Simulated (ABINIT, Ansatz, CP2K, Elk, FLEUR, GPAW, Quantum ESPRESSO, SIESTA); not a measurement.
# Ca3GeN (Pm-3m, 5 atoms in the cell) computed with different codes at matched settings

Self-consistent single point, at a second geometry (lattice scaled by 0.98). First geometry:

```
Ca3GeN
1.0
    4.80418     0.00000     0.00000
    0.00000     4.80418     0.00000
    0.00000     0.00000     4.80418
Ca Ge N
3 1 1
Direct
  0.50000   0.00000   0.50000
  0.00000   0.50000   0.50000
  0.50000   0.50000   0.00000
  0.00000   0.00000   0.00000
  0.50000   0.50000   0.50000
```

Shared settings, as Ansatz (an electronic-structure program) writes them: kpoints.mp_grid.grid = 7 7 7; scf.occupations.method = fermi_dirac; scf.occupations.width = 0.1 eV. Potentials and cutoffs stand in the table.

| code | model | ΔF from the first geometry (meV/atom) | pressure (GPa) | cutoff |
|---|---|---|---|---|
| Quantum ESPRESSO | LDA (PZ), PSlibrary PAW (LDA) pseudopotentials | -18.2 | -0.71 | 50 Ry |
| FLEUR | LDA (Perdew-Zunger), all-electron FLAPW (FLEUR), scalar-relativistic valence | -17.5 | – | Kmax 4 1/bohr |
| Ansatz | LDA (PW92), PAW files made with PBE | -19.2 | -0.65 | default |
| ABINIT | LDA (PW92), norm-conserving pseudopotentials (PseudoDojo nc-sr-04 LDA standard) | -19.6 | -0.63 | 42 Ha |
| GPAW | LDA (Perdew-Wang 92), GPAW PAW datasets LDA (gpaw-data 1.0.1) | -15.2 | – | 950 eV |
| Elk | LDA (PW92), all-electron FP-LAPW, Elk's shipped species files, APW+lo basis with extra local orbitals | -19.0 | – | rgkmax 7.5 |
| SIESTA | LDA PW92, numerical atomic orbitals DZP, PseudoDojo LDA standard norm-conserving potentials (rewritten from UPF to PSML) | 47.7 | 8.24 | grid 350 Ry |
| CP2K | LDA (Pade form), GPW, DZVP-MOLOPT-SR-GTH basis, GTH-PADE potentials (GTH_POTENTIALS) | -8.1 | 0.87 | grid 500 Ry |

A dash marks a value that a program does not give, or that is left out as unsure.

No clean gap comes from Elk: levels at the Fermi energy touch, overlap or are partly filled at this smearing.

The spread over the programs that give each value: ΔF from the first geometry within 67.3 meV/atom; pressure within 8.95 GPa.

SIESTA and CP2K use small atom-centred bases, whose incompleteness enters pressures, forces and empty levels differently from a plane-wave cutoff. FLEUR and Elk treat all electrons, but the usual bases taken here (sphere radii, linearisation, local orbitals, empty states) were not tested for convergence, so the values are no reference for the others. Ansatz's pressure is given at a fixed set of plane waves, as the other plane-wave codes print theirs; with its correction for the finite basis it is -0.57 GPa. The pressure of GPAW is left out: its cutoff lies under the one at which its stress was checked. The same LDA comes in different parametrisations, which differ slightly. In the pressure, SIESTA (by 8.89) and CP2K (by 1.51) lie more than 1 GPa from the median of the plane-wave programs.

The starting cell comes from a database of computed structures (which also holds hypothetical and non-ambient phases and stackings), without a prior relaxation at this level. For this run, on top of that: lattice scaled by 0.98.

Keys are those of Ansatz 0.2.
